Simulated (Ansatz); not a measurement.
InP, pressure series

Take InP in the zinc blende structure (space group F-43m, No. 216) as the base.

```cif
data_In4P4
_chemical_formula_sum 'P4 In4'
_space_group_name_H-M_alt 'F-43m'
_space_group_IT_number 216
_space_group_name_Hall 'F -4 2 3'
_cell_length_a 5.90701
_cell_length_b 5.90701
_cell_length_c 5.90701
_cell_angle_alpha 90.000
_cell_angle_beta 90.000
_cell_angle_gamma 90.000
loop_
_atom_site_label
_atom_site_type_symbol
_atom_site_symmetry_multiplicity
_atom_site_Wyckoff_symbol
_atom_site_fract_x
_atom_site_fract_y
_atom_site_fract_z
_atom_site_occupancy
P1 P 4 c 0.25000 0.25000 0.25000 1
In1 In 4 a 0.00000 0.00000 0.00000 1
```
(The calculation used a cell of 2 atoms; values per cell refer to that cell.)

Cell and atoms are relaxed at each pressure.

Computed with Ansatz (an electronic-structure program) r2SCAN, no spin-orbit coupling.

Notes on the quantities. hole mass: degenerate bands, along [100].

| case | band gap | lattice parameter a | hole mass |
|---|---|---|---|
| base | 1.03 eV | 5.907 Å | 0.073, 0.44, 0.44 mₑ (at Γ) |
| pressure −2 GPa | 0.84 eV | 5.969 Å | 0.062, 0.45, 0.45 mₑ (at Γ) |
| pressure −1 GPa | … | 5.937 Å | 0.067, 0.45, 0.45 mₑ (at Γ) |
| pressure 3 GPa | 1.26 eV | 5.829 Å | 0.087, 0.42, 0.42 mₑ (at Γ) |
| pressure 7 GPa | 1.52 eV | 5.743 Å | 0.10, 0.39, 0.39 mₑ (at Γ) |
| pressure 15 GPa | 1.76 eV | … | 0.12, 0.36, 0.36 mₑ (at Γ) |
| pressure 30 GPa | 1.54 eV | 5.432 Å | 0.15, 0.31, 0.31 mₑ (at Γ) |
| pressure 50 GPa | 1.29 eV | 5.268 Å | 0.17, 0.27, 0.27 mₑ (at Γ) |
| pressure 75 GPa | 1.04 eV | 5.119 Å | 0.19, 0.24, 0.24 mₑ (at Γ) |
| pressure 100 GPa | 0.82 eV | 5.006 Å | 0.20, 0.21, 0.21 mₑ (at Γ) |

### Question
What belongs in the blanks?

### Answer

- pressure −1 GPa, band gap: 0.94 eV
- pressure 15 GPa, lattice parameter a: 5.609 Å

Load acts through the strain it causes; cell and atoms are relaxed under it. Masses are band curvatures over ±0.01 Å⁻¹ around the edge. Stability against distortions was not tested. Measured, InP leaves this structure (for rock salt) near 9.8 GPa (temperature not stated; as listed in Datta, Sujoy, Jana, Debnarayan, arXiv (2020)).
